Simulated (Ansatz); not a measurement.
Take ScIr3 in the Cu3Au type structure (space group Pm-3m, No. 221; a = 3.896 Å; a cell from a computed database, its experimental status unchecked) as the base.

Levels (all Ansatz, a quantum-chemistry and plane-wave program, PAW): PBEsol (420 eV, spin-orbit coupling left out); PBEsol+SOC (420 eV, with spin-orbit coupling).

The geometry is relaxed with PBEsol.

- PBEsol pressure: 0.0 GPa

Problem. What does PBEsol+SOC give at this geometry for the pressure?

Solution. The pressure goes from zero to 0.3 GPa.

Single points use the geometry relaxed with PBEsol. Differences between runs with and without spin-orbit coupling are approximate. No phonon test of stability was made. The runs without spin-orbit coupling are not spin-polarised.
